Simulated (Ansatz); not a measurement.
Results of PBEsol (PAW; Ansatz, a first-principles code) for NbAs (I4₁md, No. 109, 4 atoms in the cell; start mp-2059).

Settings: plane-wave cutoff 520 eV, 22×22×22 k mesh, Fermi–Dirac smearing 0.05 eV, no spin polarisation, scalar-relativistic PAW data made under PBE.

Cell (relaxed at this level):

NbAs has the tetragonal space group I4₁md (No. 109), Pearson symbol tI8. Lattice parameters: a = b = 3.4394 Å, c = 11.5919 Å, α = β = γ = 90.00°. Nb on 4a sees 6 As at 2.603–2.609 Å and 4 Nb at 3.370 Å. As on 4a is coordinated by 6 Nb at 2.603–2.609 Å (trigonal prismatic). (Neighbours: up to the widest gap in distance over summed covalent radii, below 1.35, at either atom; cation-cation and far metal-metal contacts left out.)
(The calculation used a cell of 4 atoms; values per cell refer to that cell.)

**Question.** What does this level give for the bulk modulus?

**Answer.** 
* **bulk modulus**: 175 GPa

Note: the run has no spin polarisation, so it can have missed a magnetic state; the bulk modulus is −V dP/dV from two relaxed cells at ±2 % in volume; the relaxation could not lower the start's symmetry, so the cell can be a saddle point above a distorted one.

A start named mp-… is a Materials Project structure, which need not be a measured phase.
